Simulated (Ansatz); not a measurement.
The reference is CsPbBr3 in the cubic perovskite structure (space group Pm-3m, No. 221; a = 5.872 Å).

Computed with PBEsol (Ansatz, an electronic-structure program), no SOC.

Before the change:

| Property | Result |
|---|---|
| Band gap | 1.43 eV |

Perturbation: the cell is scaled by 0.9940 in all directions; the atoms relax in the strained cell.

**Question.** Estimate the effect on the energy relative to the base and band gap.

**Answer.** The energy grows by 0.9 meV/atom; the band gap falls by 0.08 eV to 1.35 eV.

Spin-orbit coupling, missing from the scalar runs, can matter with Pb. Whether these cells are dynamically stable was not tested. Many cubic perovskites are stable only at high temperature; tilts and polar distortions were not tested. This is not the structure that CsPbBr3 has at room temperature and ambient pressure.
